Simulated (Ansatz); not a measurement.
Base system: BeTe in the zinc blende structure (space group F-43m, No. 216; a = 5.604 Å).

All numbers come from DFT with PBEsol, PAW potentials and a 420 eV plane-wave cutoff in Ansatz (an electronic-structure program), no SOC.

Before the change:

The smallest direct gap is 3.61 eV. The band gap is 1.84 eV.

It is then changed as follows: an isotropic linear strain of +2.50 %, atoms relaxed at fixed cell.

### Question
What happens to the smallest direct gap and band gap?

### Answer
The smallest direct gap decreases by 0.30 eV, from 3.61 eV to 3.31 eV; the band gap grows by 0.17 eV, from 1.84 eV to 2.01 eV.

With Te present, leaving out spin-orbit coupling can change the band edges. Whether these cells are dynamically stable was not tested.
